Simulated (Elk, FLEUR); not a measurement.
An Elk input for a self-consistent single point of SrGe₂Rh₂ (I4/mmm, 5 atoms in the cell) (DFT, PBEsol, all-electron FP-LAPW, Elk's shipped species files, APW+lo basis with extra local orbitals):

```
tasks
  0

xctype
  22

tforce
  .true.

rgkmax
  8.0

gmaxvr
  18.0

lmaxapw
  10

lmaxo
  8

nxlo
  2

lorbcnd
  .true.

lradstp
  2

nrmtscf
  2.0

rmtscf
  0.87

lmaxi
  4

stype
  0

swidth
  0.00183747

scale
  1.889726125

avec
   -2.0991850000    2.0991850000    5.4202050000
    2.0991850000   -2.0991850000    5.4202050000
    2.0991850000    2.0991850000   -5.4202050000

atoms
  3   : nspecies
  'Sr.in'   : spfname
  1   : natoms; atposl, bfcmt below
  0.0000000000  0.0000000000  0.0000000000    0.0 0.0 0.0
  'Ge.in'   : spfname
  2   : natoms; atposl, bfcmt below
  0.6336700000  0.6336700000  0.0000000000    0.0 0.0 0.0
  0.3663300000  0.3663300000  0.0000000000    0.0 0.0 0.0
  'Rh.in'   : spfname
  2   : natoms; atposl, bfcmt below
  0.2500000000  0.7500000000  0.5000000000    0.0 0.0 0.0
  0.7500000000  0.2500000000  0.5000000000    0.0 0.0 0.0

ngridk
  7 7 7
```

Q: Give the FLEUR input for the same structure, mesh, smearing and functional.

A: One input that does it (others would too):

Input of the input generator:

```
scf Sr(GeRh)2
&input film=f /
-3.9668847349 3.9668847349 10.2427029893
3.9668847349 -3.9668847349 10.2427029893
3.9668847349 3.9668847349 -10.2427029893
1.0
1.0 1.0 1.0

5
38 0.0000000000 0.0000000000 0.0000000000
32 0.6336700000 0.6336700000 0.0000000000
32 0.3663300000 0.3663300000 0.0000000000
45 0.2500000000 0.7500000000 0.5000000000
45 0.7500000000 0.2500000000 0.5000000000

&comp jspins=1 /
&exco xctyp='PBEs' /
&kpt div1=7 div2=7 div3=7 /
&end /
```

```xml
<?xml version="1.0" encoding="UTF-8" standalone="no"?>
<fleurInput fleurInputVersion="0.39">
   <comment>
      scf Sr(GeRh)2                                                                                       
   </comment>
   <calculationSetup>
      <cutoffs Kmax="3.8" Gmax="11.4" GmaxXC="11.4" numbands="0"/>
      <scfLoop itmax="100" minDistance="0.00001" maxIterBroyd="15" imix="Anderson" alpha="0.05" precondParam="0.0" spinf="2.0"/>
      <coreElectrons ctail="T" frcor="F" kcrel="0" coretail_lmax="0"/>
      <xcFunctional name="PBEs" relativisticCorrections="F"/>
      <magnetism jspins="1"/>
      <soc l_soc="F" theta="0.0" phi="0.0" spav="F"/>
      <expertModes spex="0" secvar="F"/>
      <geometryOptimization l_f="T" forcealpha="1.0" forcemix="BFGS" epsdisp="0.00001" epsforce="0.00001"/>
      <ldaU l_linMix="F" mixParam="0.05" spinf="1.0"/>
   </calculationSetup>
   <cell>
      <bzIntegration valenceElectrons="68.0" mode="gauss" fermiSmearingEnergy="0.00183747">
         <kPointListSelection listName="default-1"/>
         <!-- k-points included here -->
         <xi:include xmlns:xi="http://www.w3.org/2001/XInclude" href="kpts.xml"> </xi:include>
      </bzIntegration>
      <!-- symmetry operations included here -->
      <xi:include xmlns:xi="http://www.w3.org/2001/XInclude" href="sym.xml"> </xi:include>
      <bulkLattice scale="1.0">
         <bravaisMatrix>
            <row-1>   -3.9668847348999998     3.9668847348999998    10.2427029892999997</row-1>
            <row-2>    3.9668847348999998    -3.9668847348999998    10.2427029892999997</row-2>
            <row-3>    3.9668847348999998     3.9668847348999998   -10.2427029892999997</row-3>
         </bravaisMatrix>
      </bulkLattice>
   </cell>
   <atomSpecies>
      <species name="Strontium (Sr)" element="Sr" atomicNumber="38">
         <mtSphere radius="2.63" gridPoints="925" logIncrement="0.014"/>
         <atomicCutoffs lmax="10" lnonsphr="8"/>
         <electronConfig flipSpins="F">
            <coreConfig>(1s1/2) (2s1/2) (2p1/2) (2p3/2) (3s1/2) (3p1/2) (3p3/2) (3d3/2) (3d5/2)</coreConfig>
            <valenceConfig>(4s1/2) (4p1/2) (4p3/2) (5s1/2)</valenceConfig>
         </electronConfig>
         <energyParameters s="5" p="5" d="4" f="4"/>
         <lo type="SCLO" l="0" n="4" eDeriv="0"/>
         <lo type="SCLO" l="1" n="4" eDeriv="0"/>
      </species>
      <species name="Germanium (Ge)" element="Ge" atomicNumber="32">
         <mtSphere radius="2.12" gridPoints="747" logIncrement="0.017"/>
         <atomicCutoffs lmax="8" lnonsphr="6"/>
         <electronConfig flipSpins="F">
            <coreConfig>(1s1/2) (2s1/2) (2p1/2) (2p3/2) (3s1/2) (3p1/2) (3p3/2)</coreConfig>
            <valenceConfig>(4s1/2) (3d3/2) (3d5/2) (4p1/2) (4p3/2)</valenceConfig>
            <stateOccupation state="(4p1/2)" spinUp="0.3333333333333" spinDown="0.3333333333333"/>
            <stateOccupation state="(4p3/2)" spinUp="0.6666666666667" spinDown="0.6666666666667"/>
         </electronConfig>
         <energyParameters s="4" p="4" d="3" f="4"/>
         <lo type="HELO" l="2" n="4" eDeriv="0"/>
      </species>
      <species name="Rhodium (Rh)" element="Rh" atomicNumber="45">
         <mtSphere radius="2.12" gridPoints="747" logIncrement="0.017"/>
         <atomicCutoffs lmax="8" lnonsphr="6"/>
         <electronConfig flipSpins="F">
            <coreConfig>(1s1/2) (2s1/2) (2p1/2) (2p3/2) (3s1/2) (3p1/2) (3p3/2) (4s1/2) (3d3/2) (3d5/2)</coreConfig>
            <valenceConfig>(4p1/2) (4p3/2) (5s1/2) (4d3/2) (4d5/2)</valenceConfig>
            <stateOccupation state="(5s1/2)" spinUp="0.5" spinDown="0.5"/>
            <stateOccupation state="(4d3/2)" spinUp="1.6" spinDown="1.6"/>
            <stateOccupation state="(4d5/2)" spinUp="2.4" spinDown="2.4"/>
         </electronConfig>
         <energyParameters s="5" p="5" d="4" f="4"/>
         <lo type="SCLO" l="1" n="4" eDeriv="0"/>
      </species>
   </atomSpecies>
   <atomGroups>
      <atomGroup species="Strontium (Sr)">
         <relPos label="                   1">.0000000000 .0000000000 .0000000000</relPos>
         <force calculate="T" relaxXYZ="TTT"/>
      </atomGroup>
      <atomGroup species="Germanium (Ge)">
         <relPos label="                   2">-.3663300000 -.3663300000 .0000000000</relPos>
         <relPos label="                   3">.3663300000 .3663300000 .0000000000</relPos>
         <force calculate="T" relaxXYZ="TTT"/>
      </atomGroup>
      <atomGroup species="Rhodium (Rh)">
         <relPos label="                   4">1.000/4.000 -1.000/4.000 1.000/2.000</relPos>
         <relPos label="                   5">-1.000/4.000 1.000/4.000 1.000/2.000</relPos>
         <force calculate="T" relaxXYZ="TTT"/>
      </atomGroup>
   </atomGroups>
   <output dos="F" band="F" slice="F">
      <checks vchk="F" cdinf="F"/>
      <bandDOS minEnergy="-.5*Htr" maxEnergy="0.5*Htr" sigma="0.015" storeEVData="T"/>
      <vacuumDOS vacdos="F" integ="F" star="F" nstars="0" locx1="0.0" locy1="0.0" locx2="0.0" locy2="0.0" nstm="0" tworkf="0.0"/>
      <unfoldingBand unfoldBand="F" supercellX="1" supercellY="1" supercellZ="1"/>
      <plotting iplot="0" polar="F">
         <plot TwoD="T" vec1="  1.0  0.0  0.0" vec2="  0.0  1.0  0.0" vec3="  0.0  0.0  1.0" zero="  0.0  0.0  0.0" file="plot"/>
      </plotting>
      <chargeDensitySlicing numkpt="0" minEigenval="0.0" maxEigenval="0.0" nnne="0" pallst="F"/>
      <specialOutput eonly="F"/>
      <magneticCircularDichroism mcd="F" energyLo="-10.0" energyUp="0.0"/>
   </output>
  <!-- We include the file relax.xml here to enable relaxations (see documentation) -->
  <xi:include xmlns:xi="http://www.w3.org/2001/XInclude" href="relax.xml"> <xi:fallback/> </xi:include>
</fleurInput>
```

Basis settings and potentials, where a program has them, do not carry over. This input uses DFT, PBEsol, all-electron FLAPW (FLEUR), scalar-relativistic valence.

The starting cell comes from a database of computed structures (which also holds hypothetical and non-ambient phases and stackings), without a prior relaxation at this level.
